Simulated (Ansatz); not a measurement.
The parent structure is TlBr in the CsCl type structure (space group Pm-3m, No. 221).

```yaml
crystal:
  lattice:
    - [3.83953, 0.00000, 0.00000]
    - [0.00000, 3.83953, 0.00000]
    - [0.00000, 0.00000, 3.83953]
  atoms:
    - { symbol: Tl, position: [0.00000, 0.00000, 0.00000] }
    - { symbol: Br, position: [0.50000, 0.50000, 0.50000] }
```

Method: LDA/PAW in Ansatz (a quantum-chemistry and plane-wave program), without spin-orbit coupling.

Strains are applied to the cell and any free atomic positions relax.

One change was made to it. Results:

The valley order (the lowest conduction-band minima on the path, energy above the VBM, named in the base's zone) changes from X along ⟨100⟩ 1.37 eV; R along ⟨111⟩ 1.49 eV to R along ⟨111⟩ 0.97 eV; X along ⟨100⟩ 1.07 eV; the electron mass (degenerate bands, along [100]) comes out as 0.19, 0.28, 0.28 mₑ (at R); the energy goes up by 27 meV/atom.

Task: What was done to the base?
(A) isotropic strain −1.50 %
(B) isotropic strain −3.00 %
(C) isotropic strain −2.00 %

Result: B, isotropic strain −3.00 %. For comparison, the valley order in the other runs: isotropic strain −1.50 % gives X along ⟨100⟩ 1.22 eV; R along ⟨111⟩ 1.24 eV; isotropic strain −2.00 % gives R along ⟨111⟩ 1.16 eV; X along ⟨100⟩ 1.17 eV.

Spin-orbit coupling, missing from the scalar runs, can matter with Tl. The levels and masses belong to the bands next to the band gap. Masses are band curvatures over ±0.01 Å⁻¹ around the edge. No phonon test of stability was made.
